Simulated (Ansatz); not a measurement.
BAs (model structure, P6₂22, No. 180, 6 atoms in the cell), treated with r²SCAN+rVV10 (PAW; Ansatz, an electronic-structure program).

Run with plane-wave cutoff 560 eV, 18×18×8 k mesh (along the axes of the cell as run), Fermi–Dirac smearing 0.05 eV, scalar-relativistic PAW data made under PBE.

Cell (relaxed at this level):

```xyz
6
Lattice="3.4400 0.0000 0.0000 -1.7200 2.9791 0.0000 0.0000 0.0000 7.4454" Properties=species:S:1:pos:R:3 pbc="T T T"
B      1.7200     0.0000     4.9636
B     -0.8600     1.4895     2.4818
B      0.8600     1.4896     0.0000
As     1.7200     0.0000     1.2409
As    -0.8600     1.4896     6.2045
As     0.8600     1.4895     3.7227
```

### Question
What does this level give for the band gap and smallest direct gap on the k points sampled?

### Answer

* **band gap**: 0.64 eV (indirect)
* **smallest direct gap on the k points sampled**: 2.52 eV

Note: the relaxation could raise the start's symmetry but not lower it, so the cell can be a saddle point.

Spin–orbit coupling is not included.

The computed numbers hold no vibrational or temperature effects.

Cost on a shared machine: roughly 90 core-seconds.

A model structure was made by putting elements into a prototype or built by hand; it is no filed structure, need not be a known phase, and can be a saddle point held by its symmetry.
